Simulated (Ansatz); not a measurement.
SrTe: energy against volume

SrTe (rock salt, Fm-3m, 37.917 Å³/atom and stress up to 0.01 GPa in the relaxed cell, cube axes along x, y and z) under hydrostatic pressure, with the cell free. PBE in Ansatz, a plane-wave DFT program (PAW, default set), 420 eV, 9×9×9 Γ-centred mesh, Fermi-Dirac smearing 0.05 eV; ions are relaxed, or left where forces stay under 0.02 eV/Å, within the symmetry of each cell.

Here V stands for volume and E for E less E0.

```csv
volume (Å³/atom),E less E0 (meV/atom),pressure (GPa)
40.7118,18.51,-1.99
39.1793,4.07,-1.00
37.9166,0.00,-0.01
37.5551,0.33,0.31
37.1317,1.66,0.70
36.3386,7.06,1.50
35.0441,?,?
```

Fit E against V with the third-order Birch-Murnaghan form, a cubic in V^(-2/3), and predict the withheld value at V = 35.0441.

With u = V^(-2/3) - 0.0883, the rows have u = -0.0038007, -0.0016114, 0.0003027, 0.0008704, 0.0015470, 0.0028496. Least squares gives E = 0.108 - 696.5·u + 1096342·u² + 1494532·u³. Residuals (row less fit): 0.000, -0.001, 0.002, -0.003, 0.000, 0.000; standard error 0.003 (degrees of freedom: 2). Its minimum lies at u = 0.0003174, so V0 = (0.0886174)^(-3/2) = 37.91. There d²E/du² = 2196000 and d³E/du³ = 8967000, so B0 = (4/9) × 37.91^(-7/3) × 2196000 × 0.160218 = 32.4 GPa (the last factor turns the table's units into GPa), and B0' = 4 + (2/3) × 0.0886174 × (8967000)/2196000 = 4.2. B0' rests on the cubic coefficient alone and has a standard error of 0.1 from these residuals. At the withheld row, u = 0.0050806, so E = 0.108 - 696.5 × 0.0050806 + 1096342 × 0.0050806² + 1494532 × 0.0050806³ = 25.065 meV/atom. The calculation gives 25.03 meV/atom, 0.035 meV/atom below the prediction (0.1 % of the range of E in the table). The row lies outside the fitted rows, so this is an extrapolation. The scatter of the fitted rows lies at the last printed digit.

Spin-orbit coupling is left out, which can shift these values for the heavy elements here. Other structures, which can take over under pressure, weren't tried. The same form fitted to the pressure column gives B0' = 4.2; series where the two differ by over 0.4 aren't shown. Rows are the converged runs of the series near zero and its far end, less any whose ions stayed unrelaxed beside relaxed ones; series whose fitted rows scatter by over a few per cent of the range, as at a crossing or softening among them, aren't shown in this form.
